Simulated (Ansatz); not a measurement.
# Response to strain in NbP

Start from NbP (space group I4_1md, No. 109; relaxed with 0.1 eV smearing).

```
NbP
1.0
   -1.67003     1.67003     5.72454
    1.67003    -1.67003     5.72454
    1.67003     1.67003    -5.72454
Nb P
2 2
Cartesian
  0.00000   0.00000  11.44278
  0.00000   1.67003   2.85596
  0.00000   0.00000   4.76913
  1.67003   0.00000   1.90686
```

Cartesian axes are those of the cell as printed.

Strains are applied to the cell and any free atomic positions relax; under biaxial strain the out-of-plane vector relaxes too.

Computed with DFT with r2SCAN, PAW potentials and a 500 eV plane-wave cutoff in Ansatz (a first-principles code), no spin-orbit coupling.

Notes on the quantities. pressure: mean of the normal stresses, compression positive.

| change | volume per atom | pressure |
|---|---|---|
| base | 15.97 Å³ | 0.0 GPa |
| biaxial strain +2.60 %, plane normal [001], relaxed out of plane | 16.45 Å³ | -6.3 GPa |
| biaxial strain +4.33 %, plane normal [001], relaxed out of plane | 16.80 Å³ | -9.9 GPa |
| isotropic strain +1.83 % | 16.86 Å³ | -9.5 GPa |

Stability against distortions was not tested. All final runs are without spin polarisation.
